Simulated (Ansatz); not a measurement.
Base system: Ti in the hcp (Mg type) structure (space group P6_3/mmc, No. 194; a = 2.9398 Å, c = 4.6540 Å; relaxed with 0.1 eV smearing). Axes: x lies along a and z along c of the hexagonal cell.

Level of theory: plane-wave PAW DFT at the PBE level (Ansatz, a program for electronic structure, 420 eV), no SOC.

For the base:

```
Property                         Value
-----------------------------  -------
Pressure                       0.0 GPa
Shortest interatomic distance  2.880 Å
```

Now apply this change: tensile biaxial strain of 3.00 % in the plane normal to [001], as in epitaxy on a mismatched substrate; the out-of-plane cell vector and the atoms relax.

Task: What happens to the ratio −ε⊥/ε∥?

Result: The ratio −ε⊥/ε∥ amounts to 0.79.

Task: How does this affect the pressure?

Result: The pressure (mean of the normal stresses, compression positive) goes from zero to -3.5 GPa.

Task: Estimate the effect on the shortest interatomic distance.

Result: The shortest interatomic distance drops by 0.0137 Å to 2.867 Å.

Stability against distortions was not tested. The final runs are not spin-polarised.
